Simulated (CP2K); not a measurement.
```
CELL_PARAMETERS angstrom
      4.36041     0.00000     0.00000
     -2.18020     3.77622     0.00000
      0.00000     0.00000     5.22380
ATOMIC_POSITIONS crystal
  Ba 0.33333 0.66667 0.10859
  Al 0.00000 0.00000 0.64135
  Ge 0.66667 0.33333 0.55274
  H  0.00000 0.00000 0.97289
```

Method of the run: PBEsol, GPW, DZVP-MOLOPT-SR-GTH basis, GTH-PBE potentials (GTH_POTENTIALS) in CP2K.

The set-up and first iterations of a CP2K log for BaAlGeH (P3m1, 4 atoms in the cell):

```
 GLOBAL| Method name                                                        CP2K
 GLOBAL| Project name                                                       bulk
 GLOBAL| Run type                                                   ENERGY_FORCE

 TOTAL NUMBERS AND MAXIMUM NUMBERS

  Total number of            - Atomic kinds:                                   4
                             - Atoms:                                          4
                             - Shell sets:                                     4
                             - Shells:                                        19
                             - Primitive Cartesian functions:                 19
                             - Cartesian basis functions:                     48
                             - Spherical basis functions:                     45

  Maximum angular momentum of- Orbital basis functions:                        2
                             - Local part of the GTH pseudopotential:          2
                             - Non-local part of the GTH pseudopotential:      4

 SCF PARAMETERS         Density guess:                                    ATOMIC
                        max_scf:                                             100
                        max_diis:                                              4
                        eps_scf:                                        1.00E-07
                        eps_diis:                                       1.00E-01
                        eps_eigval:                                     1.00E-05
                        level_shift [a.u.]:                             0.000000
                        added MOs                                         4    0
                        Mixing method:                            BROYDEN_MIXING
                                                charge density mixing in g-space
                        No outer SCF

 Extrapolation method: initial_guess

 Number of electrons:                                                         18
 Number of occupied orbitals:                                                  9
 Number of molecular orbitals:                                                13

 Number of orbital functions:                                                 45
 Number of independent orbital functions:                                     45
 SCF WAVEFUNCTION OPTIMIZATION

  Step     Update method      Time    Convergence         Total energy    Change
     1 NoMix/Diag. 0.30E+00      -    82.27085320       -32.5421841605 -3.25E+01
     2 Broy./Diag. 0.30E+00      -    63.47826513       -32.8015512609 -2.59E-01
     3 Broy./Diag. 0.30E+00      -   142.59587969       -31.3161636825  1.49E+00
     4 Broy./Diag. 0.30E+00      -     0.97207447       -32.7648960050 -1.45E+00
     5 Broy./Diag. 0.30E+00      -     1.94098062       -34.0810749691 -1.32E+00
     6 Broy./Diag. 0.30E+00      -     0.76026384       -33.9926667050  8.84E-02
```

Problem. How does the run end?

Solution. The run ended unconverged after 100 iterations. It gives no final result for the task that was set. The log goes on:

```
   [... 90 lines left out ...]
    97 Broy./Diag. 0.30E+00      -     0.19243549       -33.1332159493  2.24E-03
    98 Broy./Diag. 0.30E+00      -     0.33650771       -33.1233815255  9.83E-03
    99 Broy./Diag. 0.30E+00      -     1.04822078       -33.1428429273 -1.95E-02
   100 Broy./Diag. 0.30E+00      -     0.31151836       -33.0798677187  6.30E-02
  Leaving inner SCF loop after reaching   100 steps.

  Overlap energy of the core charge distribution:               0.00000000007170
  Self energy of the core charge distribution:                -67.65051024947634
  Core Hamiltonian energy:                                     14.43917253401465
  Hartree energy:                                              29.93150353084352
  Exchange-correlation energy:                                 -9.80003353412846

  Total energy:                                               -33.07986771867493

 *******************************************************************************
 *   ___                                                                       *
 *  /   \                                                                      *
 * [ABORT]                                                                     *
 *  \___/     SCF run NOT converged. To continue the calculation regardless,   *
   [... lines left out ...]
 * /| |                                                                        *
 * / \                                                            qs_scf.F:702 *
 *******************************************************************************

 ===== Routine Calling Stack =====

            4 scf_env_do_scf
            3 qs_energies
            2 qs_forces
            1 CP2K
Abort(1) on node 0 (rank 0 in comm 0): application called MPI_Abort(MPI_COMM_WORLD, 1) - process 0
```

The starting cell comes from a database of computed structures (which also holds hypothetical and non-ambient phases and stackings), without a prior relaxation at this level. Its lattice was rescaled by up to half a per cent. One atom was moved a little off its site on purpose. Values carry the incompleteness of an atom-centred basis. The potentials were made for another functional than the one used.

The run was DFT PBEsol, GPW, DZVP-MOLOPT-SR-GTH basis, GTH-PBE potentials (GTH_POTENTIALS). Main settings of its input:

```
key                              value
--------------  ----------------------
CUTOFF                          500 Ry
REL_CUTOFF                       10 Ry
KPOINTS/SCHEME    MONKHORST-PACK 3 3 2
GAMMA_CENTERED                       T
XC_FUNCTIONAL               PBE:PBESOL
Ba/BASIS_SET    DZVP-MOLOPT-SR-GTH-q10
Ba/POTENTIAL               GTH-PBE-q10
Al/BASIS_SET     DZVP-MOLOPT-SR-GTH-q3
Al/POTENTIAL                GTH-PBE-q3
Ge/BASIS_SET     DZVP-MOLOPT-SR-GTH-q4
Ge/POTENTIAL                GTH-PBE-q4
H/BASIS_SET      DZVP-MOLOPT-SR-GTH-q1
```
